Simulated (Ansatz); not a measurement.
The starting structures come from a database of crystals and need not be the phases stable at ambient conditions.

 Where the default PAW files enter, the runs use the earlier of Ansatz's two default sets.

Inside the gap of an insulator the Bloch states are evanescent, with a wavenumber k + iκ along the transport direction.

```
Sr2ClN
1.0
    3.89309     0.00000     0.00000
    1.94654     7.12797     0.00000
    1.94654     0.53157     3.32935
Sr N Cl
2 1 1
Direct
  0.76960   0.69121   0.76960
  0.23040   0.30879   0.23040
  0.50000   0.50000   0.50000
  0.00000   0.00000   0.00000
```

Space group of this cell: R-3m. The cell is taken as given.

Transport runs along the normal of the first two printed cell vectors, the (101) plane of the conventional cell.

No gap correction and no spin-orbit coupling; mid-gap values are interpolated between computed energies.

**Question.** State the band gap and the smallest decay constant κ at mid-gap according to Ansatz (an electronic-structure program) with r2SCAN.

**Answer.** Gap 2.19 eV on a 10×10×10 mesh; κ = 0.246 1/Å, at the zone centre.
